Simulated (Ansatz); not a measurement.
The cell is built on a prototype and need not be the phase stable at ambient conditions.

By PBEsol, the system below comes out a metal.

A figure of merit of an interconnect metal is its ballistic conductance per area.

Here is the system:

```
BeRu
1.0
    2.75798     0.00000     0.00000
    0.00000     3.89147     0.00000
    0.00000     1.94573     1.94573
Be Ru
1 1
Cartesian
  1.37899   1.94573   0.00000
  0.00000   0.00000   0.00000
```

Space group of this cell: P4/mmm, CsCl type. The cell was relaxed by PBE-D3(BJ); by PBEsol its mean pressure is 1.3 GPa.

The current flows along the normal of the first two printed cell vectors. No spin-orbit coupling; the value is a mean over 0.1 eV about the Fermi level.

Question: State the ballistic conductance per area according to Ansatz (an electronic-structure program) with PBEsol.

Answer: 2.3 × 10¹⁵ S/m² for both spins.
